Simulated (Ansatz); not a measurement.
The parent structure is Ta₂O₅ (space group Pmmm, No. 47; a = 3.670 Å, b = 3.859 Å, c = 6.433 Å; a cell from a computed database, its experimental status unchecked).

Modification: the cell is scaled by 0.9476 in all directions; the atoms relax in the strained cell.

Levels (all Ansatz, a first-principles code, PAW): PBEsol (420 eV, no spin-orbit coupling); PBEsol+SOC (420 eV, spin-orbit coupling included).

The geometry is relaxed with PBEsol.

- PBEsol pressure: 55.48 GPa
- PBEsol lowest conduction level above the VBM at special points: X 0.58 eV; U 0.66 eV; Γ 0.86 eV; S 0.90 eV
- PBEsol smallest direct gap: 0.90 eV

Question: What does PBEsol+SOC give at this geometry for the pressure, lowest conduction level above the VBM at special points and smallest direct gap?

Answer: The pressure shrinks by 0.54 GPa, from 55.48 GPa to 54.94 GPa; the lowest conduction level above the VBM at special points changes from X 0.58 eV; U 0.66 eV; Γ 0.86 eV; S 0.90 eV to X 0.52 eV; U 0.64 eV; Γ 0.85 eV; S 0.91 eV; the smallest direct gap increases by 0.01 eV (0.90 eV → 0.91 eV).

Single points use the geometry relaxed with PBEsol. Differences between runs with and without spin-orbit coupling are approximate. With Ta present, leaving out spin-orbit coupling can change the band edges. No phonon test of stability was made.
